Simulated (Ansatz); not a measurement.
Bond-angle distributions (per cent of the angles at each element, bins of 10°) of a relaxed model of amorphous Ta$_{16}$O$_{43}$Al$_{2}$ at 6.86 g/cm³. Calculation: PBE, scalar-relativistic without spin-orbit coupling (plane waves to 420 eV, PAW; Ansatz, a first-principles code).

It comes from a melt-quench run on a machine-learned potential (CHGNet), relaxed afterwards by DFT. O atoms were pushed apart under 1.9 Å during the dynamics, to hinder bonds among them. The hot cell started wider than the set density and was brought back towards it in steps. It is the lowest in DFT energy of 2 quenches. It is a model cell: composition and starting density were chosen by hand, and all elements were melted together. No dispersion term was used. Its density started from a set value of 7.12 and ended at 6.86 g/cm³. The simulated quench (nominally 240 K/ps over its main leg) is rapid and tends to freeze in more defects than a deposited or slowly cooled glass has. One small periodic cell is one sample of the glass; other quenches scatter about these values. The volume was free in the relaxation, at fixed shape. Stress components on the final sampling reach 1.7 GPa.

Neighbours within Ta-Ta 3.12 Å, Ta-O 2.56 Å, Ta-Al 2.89 Å, O-O 1.58 Å, O-Al 2.24 Å, Al-Al 2.66 Å count as bonded. Two cations that share two anions don't count as bonded, nor two that share one unless they lie closer than Ta-Ta 3.04 Å, Ta-Al 2.81 Å, Al-Al 2.59 Å.

```json
[
 {"angle (°)": "50-60", "at Ta": "0", "at O": "0"},
 {"angle (°)": "60-70", "at Ta": "3", "at O": "0"},
 {"angle (°)": "70-80", "at Ta": "15", "at O": "0"},
 {"angle (°)": "80-90", "at Ta": "21", "at O": "1"},
 {"angle (°)": "90-100", "at Ta": "20", "at O": "13"},
 {"angle (°)": "100-110", "at Ta": "8", "at O": "12"},
 {"angle (°)": "110-120", "at Ta": "8", "at O": "6"},
 {"angle (°)": "120-130", "at Ta": "5", "at O": "12"},
 {"angle (°)": "130-140", "at Ta": "3", "at O": "17"},
 {"angle (°)": "140-150", "at Ta": "5", "at O": "19"},
 {"angle (°)": "150-160", "at Ta": "5", "at O": "13"},
 {"angle (°)": "160-170", "at Ta": "4", "at O": "7"},
 {"angle (°)": "170-180", "at Ta": "2", "at O": "0"}
]
```

They go with these counts of neighbours within the cut-offs, cation contacts included: Ta mean 5.6, most often 5; O mean 2.3, most often 2.
